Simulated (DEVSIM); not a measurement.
Device: abrupt Si p-n junction, at 300 K.

```tsv
layer (left to right)	material	thickness (μm)	Nd (cm⁻³)	Na (cm⁻³)	τn (s)	τp (s)
1	Si	0.410	-	1.5e17	2.5e-5	2.5e-5
2	Si	3.90	4.6e14	-	2.5e-5	2.5e-5
```

Left contact: ohmic. Right contact: ohmic. Voltage is applied to the left contact. Recombination: SRH at mid-gap. Mobility is constant in doping.

This is a model device: material constants are rounded textbook-type values typed into the input, and sizes, dopings and lifetimes were drawn at random. Values at 300 K.

| parameter | Si |
|---|---|
| gap (eV) | 1.124 |
| affinity (eV) | 4.05 |
| permittivity | 11.7 |
| Nc (cm⁻³) | 2.86e19 |
| Nv (cm⁻³) | 3.1e19 |
| μn (cm²/Vs) | 1417 |
| μp (cm²/Vs) | 470 |

Simulated with DEVSIM: 1D drift-diffusion, Boltzmann statistics, complete ionisation; no tunnelling, impact ionisation, image-force lowering or self-heating.

### Question
Tabulate band edges, carrier densities and field at 0.9 V on the left contact.

### Answer
Energies count from the Fermi level of the right contact; mesh points crowd at the junctions.

```json
[
 {"x (μm)": "0.000", "Ec (eV)": "0.086", "Ev (eV)": "-1.038", "n (cm⁻³)": "770", "p (cm⁻³)": "1.5e17", "field (V/cm)": "41"},
 {"x (μm)": "0.01952", "Ec (eV)": "0.086", "Ev (eV)": "-1.038", "n (cm⁻³)": "1.4e14", "p (cm⁻³)": "1.5e17", "field (V/cm)": "41"},
 {"x (μm)": "0.05299", "Ec (eV)": "0.086", "Ev (eV)": "-1.038", "n (cm⁻³)": "3.7e14", "p (cm⁻³)": "1.5e17", "field (V/cm)": "41"},
 {"x (μm)": "0.1055", "Ec (eV)": "0.087", "Ev (eV)": "-1.037", "n (cm⁻³)": "7.3e14", "p (cm⁻³)": "1.5e17", "field (V/cm)": "41"},
 {"x (μm)": "0.2361", "Ec (eV)": "0.087", "Ev (eV)": "-1.037", "n (cm⁻³)": "1.6e15", "p (cm⁻³)": "1.5e17", "field (V/cm)": "40"},
 {"x (μm)": "0.3200", "Ec (eV)": "0.087", "Ev (eV)": "-1.036", "n (cm⁻³)": "2.2e15", "p (cm⁻³)": "1.5e17", "field (V/cm)": "36"},
 {"x (μm)": "0.3689", "Ec (eV)": "0.087", "Ev (eV)": "-1.037", "n (cm⁻³)": "2.5e15", "p (cm⁻³)": "1.5e17", "field (V/cm)": "-380"},
 {"x (μm)": "0.4027", "Ec (eV)": "0.077", "Ev (eV)": "-1.047", "n (cm⁻³)": "4.1e15", "p (cm⁻³)": "1.0e17", "field (V/cm)": "-9600"},
 {"x (μm)": "0.4193", "Ec (eV)": "0.056", "Ev (eV)": "-1.068", "n (cm⁻³)": "9.5e15", "p (cm⁻³)": "4.4e16", "field (V/cm)": "-10000"},
 {"x (μm)": "0.4471", "Ec (eV)": "0.041", "Ev (eV)": "-1.083", "n (cm⁻³)": "1.7e16", "p (cm⁻³)": "2.4e16", "field (V/cm)": "-2300"},
 {"x (μm)": "0.4982", "Ec (eV)": "0.037", "Ev (eV)": "-1.087", "n (cm⁻³)": "2.0e16", "p (cm⁻³)": "2.0e16", "field (V/cm)": "-48"},
 {"x (μm)": "0.6276", "Ec (eV)": "0.039", "Ev (eV)": "-1.085", "n (cm⁻³)": "2.0e16", "p (cm⁻³)": "1.9e16", "field (V/cm)": "160"},
 {"x (μm)": "0.8285", "Ec (eV)": "0.042", "Ev (eV)": "-1.082", "n (cm⁻³)": "1.9e16", "p (cm⁻³)": "1.8e16", "field (V/cm)": "170"},
 {"x (μm)": "1.196", "Ec (eV)": "0.049", "Ev (eV)": "-1.075", "n (cm⁻³)": "1.7e16", "p (cm⁻³)": "1.6e16", "field (V/cm)": "190"},
 {"x (μm)": "2.201", "Ec (eV)": "0.071", "Ev (eV)": "-1.053", "n (cm⁻³)": "1.2e16", "p (cm⁻³)": "1.1e16", "field (V/cm)": "270"},
 {"x (μm)": "3.067", "Ec (eV)": "0.101", "Ev (eV)": "-1.023", "n (cm⁻³)": "7.0e15", "p (cm⁻³)": "6.6e15", "field (V/cm)": "460"},
 {"x (μm)": "3.642", "Ec (eV)": "0.136", "Ev (eV)": "-0.988", "n (cm⁻³)": "3.8e15", "p (cm⁻³)": "3.5e15", "field (V/cm)": "860"},
 {"x (μm)": "3.956", "Ec (eV)": "0.174", "Ev (eV)": "-0.950", "n (cm⁻³)": "1.9e15", "p (cm⁻³)": "1.8e15", "field (V/cm)": "1700"},
 {"x (μm)": "4.165", "Ec (eV)": "0.226", "Ev (eV)": "-0.898", "n (cm⁻³)": "8.2e14", "p (cm⁻³)": "1.0e15", "field (V/cm)": "3400"},
 {"x (μm)": "4.242", "Ec (eV)": "0.255", "Ev (eV)": "-0.869", "n (cm⁻³)": "5.8e14", "p (cm⁻³)": "6.9e14", "field (V/cm)": "4200"},
 {"x (μm)": "4.282", "Ec (eV)": "0.273", "Ev (eV)": "-0.851", "n (cm⁻³)": "5.0e14", "p (cm⁻³)": "3.8e14", "field (V/cm)": "4500"},
 {"x (μm)": "4.310", "Ec (eV)": "0.285", "Ev (eV)": "-0.839", "n (cm⁻³)": "4.6e14", "p (cm⁻³)": "250000", "field (V/cm)": "4500"}
]
```
